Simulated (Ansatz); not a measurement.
This concerns the energy change on adding Cl to slab B from Cl2 (gas). Reaction: cell B + 1/2 Cl2 (gas) → cell A. A negative value means that the right-hand side lies lower.

Cell A: a slab of TiAl (P4/mmm) cut along (101), 10 atoms, rectangular cell of 2.82 × 4.96 Å (14.0 Å²), symmetry Pm, 8.8 Å thick under 16 Å of vacuum, in-plane vectors held at the crystal's; planes from bottom to top: TiAl × 4 | Cl2, its two faces unlike (dipole correction applied); added, foreign or displaced atoms, above the top plane: Cl bound to 1 Al at 2.33 Å and 2 Ti at 2.39 Å; Cl bound to 1 Ti at 2.43 Å and 2 Al at 2.50 Å; against B it holds Cl more, on a cell with two atoms a plane; spin state with PBE: run without spin, k-point mesh 16×9×1.
```xyz
10
Lattice="2.8237 0.0000 0.0000 0.0000 4.9581 0.0000 0.0000 0.0000 24.5724" Properties=species:S:1:pos:R:3 pbc="T T T"
Ti     1.4119     0.9552     8.0632
Al     0.0000     3.4228     7.9219
Ti     1.4119     4.3516    10.3179
Al     0.0000     1.8702    10.2918
Ti     1.4119     2.7597    12.6471
Al     0.0000     0.2720    12.6221
Ti     1.4119     1.1063    14.8906
Al     0.0000     3.6402    14.8962
Cl     0.0000     2.0238    16.5807
Cl     1.4119     4.5164    16.7657
```

Cell B: a slab of TiAl (P4/mmm) cut along (101), 9 atoms, rectangular cell of 2.82 × 4.96 Å (14.0 Å²), symmetry Pm, 8.8 Å thick under 16 Å of vacuum, in-plane vectors held at the crystal's; planes from bottom to top: TiAl × 4 | Cl; added, foreign or displaced atoms, above the top plane: Cl bound to 2 Ti at 2.44 Å and 1 Al at 2.52 Å; spin state with PBE: run without spin, k-point mesh 16×9×1.
```yaml
crystal:
  lattice:
    - [2.82370, 0.00000, 0.00000]
    - [0.00000, 4.95814, 0.00000]
    - [0.00000, 0.00000, 24.57237]
  atoms:
    - { symbol: Ti, position: [0.50000, 0.19563, 0.32857] }
    - { symbol: Al, position: [0.00000, 0.69169, 0.32225] }
    - { symbol: Ti, position: [0.50000, 0.87462, 0.41943] }
    - { symbol: Al, position: [0.00000, 0.37636, 0.41951] }
    - { symbol: Ti, position: [0.50000, 0.55645, 0.51468] }
    - { symbol: Al, position: [0.00000, 0.05656, 0.51340] }
    - { symbol: Ti, position: [0.50000, 0.22469, 0.60851] }
    - { symbol: Al, position: [0.00000, 0.74923, 0.60545] }
    - { symbol: Cl, position: [0.00000, 0.40438, 0.68066] }
```

Reference: an isolated Cl2 molecule (singlet) in a box of 11 × 11 × 14 Å.

Plane-wave PAW calculations with Ansatz (an electronic-structure program), its default PAW set, cutoff 420 eV, 500 eV for r2SCAN. The structures are at rest with PBE, within the held lattices; other levels are single points on them. Neutral cells; Fermi-Dirac smearing of at most 0.10 eV in the solids, energies taken to zero width. The lattices are those relaxed with PBE, so at other levels the solids can be strained, which adds to the spread. A dispersion term (D3(BJ), or D4 for r2SCAN) was computed beside these levels and is taken off wherever the name lacks it. Nuclei at rest; no vibrational terms. Cells are local rest points, mostly with their start's symmetry. Values are for these cell sizes. Cell A has symmetry Pm and got no random move, so less symmetric positions, which may lie lower, weren't tried. Cell B has symmetry Pm and got no random move, so less symmetric positions, which may lie lower, weren't tried.

Task: Give the value at the level PBE.

Result: -0.55 eV, for cell B + 1/2 Cl2 (gas) → cell A.

Task: List the value at the remaining levels and say how far they part.

Result: 
| Functional | value (eV) | less PBE |
|---|---|---|
| r2SCAN | -0.82 | -0.27 |

The levels span 0.27 eV, from r2SCAN (-0.82) to PBE (-0.55).
